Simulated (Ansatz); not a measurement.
**Amorphous Bi₄₄**

Preparation: random packing, a CHGNet melt and quench, and a DFT relaxation. The hot cell started wider than the set density and was brought back towards it in steps. It is the lowest in DFT energy of 3 quenches. It is a model cell: composition and starting density were chosen by hand, and all elements were melted together. No dispersion term was used.

Method: PBE, scalar-relativistic without spin-orbit coupling (plane waves to 420 eV, PAW; Ansatz, a first-principles code). Geometry, pressure, stress and energy are those of the PBE run. Its sampling: a 2×2×2 Γ-centred mesh; Fermi-Dirac width 0.1 eV; no spin polarisation.

| Item | Result |
|---|---|
| Number of atoms in the cell | 44 |
| Density (volume relaxed, without dispersion) | 9.90 g/cm³ |
| Volume per atom | 35.07 Å³ |
| Pressure on a 2×2×2 Γ-centred mesh | 0.57 GPa |
| Largest force and stress component on that mesh (the relaxation ran on one k-point at (1/4, 1/4, 1/4)) | 0.43 eV/Å and 0.7 GPa |
| Energy relative to rhombohedral Bi (lowest mix at this level among the phases computed, not always the ambient ones) | 0.135 eV/atom |
| Gap on a 2×2×2 Γ-centred mesh (PBE) | within the smearing (under twice its width) |

Neighbours within Bi-Bi 3.66 Å count as bonded.

* **Mean coordination of Bi**: 6.18 (3 with 4, 9 with 5, 13 with 6, 15 with 7, 4 with 8)
* **Mean Bi-Bi bond**: 3.346 Å (spread 0.143 Å, 136 counted)
* **Bond angle at Bi**: mean 101.1°, spread 30.6°

Its density started from a set value of 9.64 g/cm³. Cooling (nominally 30 K/ps over its main leg) ran many orders faster than in experiment, which tends to leave more defects and strain. A cell of this size samples the disorder only roughly. Volume and shape were free in the relaxation. Stress components on the final sampling reach 0.7 GPa. On a 2×2×2 Γ-centred mesh force components of up to 0.43 eV/Å stay, since the relaxation ran on one k-point at (1/4, 1/4, 1/4).
